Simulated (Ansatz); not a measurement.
# GaN: response to strain

Take GaN in the zinc blende structure (space group F-43m, No. 216; a = 4.4554 Å) as the base. Axes: x, y, z lie along the cube axes.

Strains are applied to the cell and any free atomic positions relax; under biaxial strain the out-of-plane vector relaxes too.

Calculations: LDA (Ansatz, an electronic-structure program; PAW; 420 eV plane waves; no spin-orbit coupling).

Candidates:
(a) biaxial strain −0.50 %, plane normal [001], relaxed out of plane
(b) biaxial strain +0.50 %, plane normal [001], relaxed out of plane
(c) biaxial strain −2.50 %, plane normal [001], relaxed out of plane
(d) biaxial strain +1.00 %, plane normal [001], relaxed out of plane
(e) biaxial strain +2.00 %, plane normal [001], relaxed out of plane

Base values:

| Quantity | Result |
|---|---|
| Band gap | 1.96 eV |

Order them by band gap, highest first.

(c) biaxial strain −2.50 %, plane normal [001], relaxed out of plane (2.02 eV), (a) biaxial strain −0.50 %, plane normal [001], relaxed out of plane (1.97 eV), (b) biaxial strain +0.50 %, plane normal [001], relaxed out of plane (1.89 eV), (d) biaxial strain +1.00 %, plane normal [001], relaxed out of plane (1.83 eV), (e) biaxial strain +2.00 %, plane normal [001], relaxed out of plane (1.72 eV)

No phonon test of stability was made. This is not the structure that GaN has at room temperature and ambient pressure.
